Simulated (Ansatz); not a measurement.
Effect of La → Sr on La

The parent structure is La (space group P6_3/mmc, No. 194; a = 3.7856 Å, c = 12.0327 Å).

One thing is altered: Sr takes the place of La on all its sites, then cell and atoms are relaxed.

Level of theory: Kohn–Sham DFT with the r2SCAN functional, run in Ansatz (an electronic-structure program) with PAW and 500 eV plane waves, no spin-orbit coupling. Settings: 13×13×4 k-points, 0.05 eV Fermi–Dirac smearing, for the changed cell.

Volume per atom: 56.90 Å³ (base 37.33 Å³)
Lattice parameter a: 4.302 Å (base 3.786 Å)
c/a ratio: 3.301 (base 3.179)
Space group: P6_3/mmc (No. 194) (base P6_3/mmc (No. 194))
Shortest interatomic distance: 4.302 Å (base 3.718 Å)
Band gap: zero (base zero)

Final structure:

```
CELL_PARAMETERS angstrom
      4.30172     0.00000     0.00000
     -2.15086     3.72540     0.00000
      0.00000     0.00000    14.20115
ATOMIC_POSITIONS crystal
  Sr 0.00000 0.00000 0.00000
  Sr 0.00000 0.00000 0.50000
  Sr 0.33333 0.66667 0.25000
  Sr 0.66667 0.33333 0.75000
```

Whether these cells are dynamically stable was not tested. This is not the structure that Sr has at room temperature and ambient pressure.
